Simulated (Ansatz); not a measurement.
The reference is ZrS2 in the fluorite structure (space group Fm-3m, No. 225; a = 6.256 Å; a hypothetical phase, not in the database extracts checked). Axes: x, y, z lie along the cube axes.

Now apply this change: the cell is stretched by 2.44 % along z with no lateral relaxation, atoms relaxed at fixed cell.

Levels (all Ansatz, a quantum-chemistry and plane-wave program, PAW): r2SCAN (500 eV, no spin-orbit coupling); HSE06 (420 eV, no SOC).

The geometry is relaxed with r2SCAN.

| Item | Value |
|---|---|
| r2SCAN band gap | zero |

### Question
How does going to HSE06 change the band gap?

### Answer
The band gap goes from zero to 0.47 eV.

Single points use the geometry relaxed with r2SCAN. HSE06 was sampled on its mesh, a few special points and the semilocal edge points, so its gap is an upper bound. The cells carry an imposed strain or load. Whether these cells are dynamically stable was not tested. All final runs are without spin polarisation. Gaps under 0.05 eV, about the width of the smearing, are given as zero. The zero or small gap of ZrS2 can change with the level of theory.
